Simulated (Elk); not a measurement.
A self-consistent single point of Pt (Fm-3m, 1 atom in the cell) with Elk.

Method: LDA (PW92), all-electron FP-LAPW, Elk's shipped species files, APW+lo basis with extra local orbitals (Elk).

```
CELL_PARAMETERS angstrom
      0.00000     2.00312     2.00312
      2.00312     0.00000     2.00312
      2.00312     2.00312     0.00000
ATOMIC_POSITIONS crystal
  Pt 0.00000 0.00000 0.00000
```

Reference input (self-consistent single point, DFT, PBE, all-electron FP-LAPW, Elk's shipped species files, APW+lo basis with extra local orbitals): xctype = 20; rgkmax = 8; stype = 3; swidth = 0.00183747 Ha; ngridk = 19 19 19; gmaxvr = 16 1/bohr; nxlo = 2; lorbcnd = true; rmtscf = 0.9; lmaxi = 3. This run's input differs from it in these lines:

```diff
@@ -4,3 +4,3 @@
 xctype
-  20
+  3
```

The program printed (abridged):

```
│ Self-consistent loop started │
│ Loop number : 1 │
 total energy                :     -18433.2805762
│ Loop number : 2 │
 total energy                :     -18433.6378572
RMS change in Kohn-Sham potential (target) :   0.1177824620     (  0.1000000000E-05)
Absolute change in total energy (target)   :   0.3572810331     (  0.1000000000E-03)
│ Loop number : 3 │
 total energy                :     -18435.1208013
RMS change in Kohn-Sham potential (target) :   0.9568574176E-01 (  0.1000000000E-05)
Absolute change in total energy (target)   :    1.572264378     (  0.1000000000E-03)
│ Loop number : 4 │
   [... lines left out ...]
Absolute change in total energy (target)   :   0.1118641347E-02 (  0.1000000000E-03)
│ Loop number : 13 │
 total energy                :     -18436.4397599
RMS change in Kohn-Sham potential (target) :   0.5120519394E-06 (  0.1000000000E-05)
Absolute change in total energy (target)   :   0.2626880487E-03 (  0.1000000000E-03)
│ Loop number : 14 │
 total energy                :     -18436.4397688
RMS change in Kohn-Sham potential (target) :   0.1525948746E-06 (  0.1000000000E-05)
Absolute change in total energy (target)   :   0.5680684262E-04 (  0.1000000000E-03)
Convergence targets achieved

│ Loop number : 15 │

Energies :
 Fermi                       :     0.389601864357
 total energy                :     -18436.4397717

Density of states at Fermi energy :    61.19802610
 (states/Hartree/unit cell)

Estimated indirect band gap :   0.2028707315E-03
 from k-point    154 to k-point     50
Estimated direct band gap   :   0.5082968510E-02
 at k-point     95

Charges :
 core                        :    48.00000000
 valence                     :    30.00000000
 interstitial                :    1.510151329
 muffin-tins (core leakage)
  species :    1 (Pt)
   atom    1                 :    76.48984867     (  0.6687465722E-03)
 total in muffin-tins        :    76.48984867
 total calculated charge     :    77.99482546
 total charge                :    78.00000000
 error                       :   0.5174540119E-02

│ Self-consistent loop stopped │
```

The run converged in 15 iterations. The count includes the last loop, which Elk runs after its targets are met. 

The starting cell comes from a database of computed structures (which also holds hypothetical and non-ambient phases and stackings), without a prior relaxation at this level. Its lattice was rescaled by a random factor within 2.5 % of one. Spin-orbit coupling is off. Spin polarisation is off. Values depend on the basis (sphere radii, cutoffs, local orbitals), which need not be converged. The log's line on a gap gives a spacing of levels on this mesh, which the program prints for metals too.
